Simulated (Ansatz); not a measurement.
In a free zigzag chain of In atoms, spin-degenerate bands cross the Fermi level 2 times between Γ and the zone edge.

Calculation: PBE (plane waves to 420 eV, PAW; Ansatz, a first-principles code). Mesh 1×1×60. No spin polarisation, so a magnetic state wasn't tested. Isolated but for its images some 11 Å away. A hypothetical model. Only distortions within the start's symmetry and period were free. Pairing along the axis, which can open a gap, is among the distortions not tried. Values not marked SOC lack spin–orbit coupling.

Task: What are the conductance and the two-terminal resistance of a perfect, endless piece?

Result: Each crossing on the half of the zone with k > 0 has a partner at −k, so it gives one mode in each direction. Counting spin there are 4 modes, each carrying e²/h = 38.74 μS. G = 4 × 38.74 = 155.0 μS and R = 1/G = 6.45 kΩ, whatever the length. Scattering by phonons, roughness and contacts can only raise R.
